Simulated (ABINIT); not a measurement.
Habitual settings against a tight run: NiSi2 (Fm-3m, 3 atoms in the cell)

Self-consistent single point.

```yaml
crystal:
  lattice:
    - [0.00000, 2.67146, 2.67146]
    - [2.67146, 0.00000, 2.67146]
    - [2.67146, 2.67146, 0.00000]
  atoms:
    - { symbol: Si, position: [0.25000, 0.25000, 0.25000] }
    - { symbol: Si, position: [0.75000, 0.75000, 0.75000] }
    - { symbol: Ni, position: [0.00000, 0.00000, 0.00000] }
```

Level of theory: PBE, norm-conserving pseudopotentials (PseudoDojo nc-sr-05 PBE standard) (plane waves; ABINIT).

Base settings: pseudos = [Si.upf, Ni.upf]; ecut = 49 Ha; occopt = 7; tsmear = 0.2 eV; ngkpt = 7 7 7; nshiftk = 1; shiftk = 0 0 0; potentials = PseudoDojo nc-sr-05 PBE standard; nband = 18; kptopt = 1; nstep = 60; toldfe = 1e-09 Ha.

Tight run (finer mesh or higher cutoff; not a proven limit): ecut: 49 Ha → 69 Ha; ngkpt: 7 7 7 → 10 10 10; toldfe: 1e-09 Ha → 3.7e-11 Ha. It gave Fermi level (on the code's own zero) 10.02 eV; pressure 9.61 GPa.

Quick runs, as changes from the base:
- A: the base itself
- B: ecut: 49 Ha → 39 Ha; ngkpt: 7 7 7 → 2 2 2
- C: ecut: 49 Ha → 24 Ha; ngkpt: 7 7 7 → 8 8 8; potentials: PseudoDojo nc-sr-05 PBE standard → PseudoDojo nc-sr-04 LDA standard [LDA (PW92)]
- D: ecut: 49 Ha → 29 Ha; tsmear: 0.2 eV → 0.272 eV; ngkpt: 7 7 7 → 6 6 6; shiftk: 0 0 0 → 0.5 0.5 0.5; toldfe: 1e-09 Ha → 3.7e-06 Ha
- E: ecut: 49 Ha → 34 Ha; ngkpt: 7 7 7 → 8 8 8

Dashes: time of B, C, under 30 s.

† marks runs with another functional, U, potentials or spin treatment: their distance from the tight run is not a convergence error alone.

The count of work is k-points × plane waves × bands × iterations; it is no time. Core times come from one kind of shared machine and are given to one figure; runs under 30 s give none.

The starting cell has typed, rounded lattice constants, without a prior relaxation at this level. Its lattice was rescaled by a random factor within 2.5 % of one. Spin polarisation is off. In the base run, with a pressure of about 9 GPa the cell is away from its equilibrium volume at this level.

```tsv
run	pressure less tight (GPa)	count of work / tight	core time / tight (rough)
A	-0.19	0.24	0.2
B	-4.62	0.013	–
C†	-454.25	0.11	–
D	-169.57	0.12	0.2
E	-46.02	0.20	0.2
```
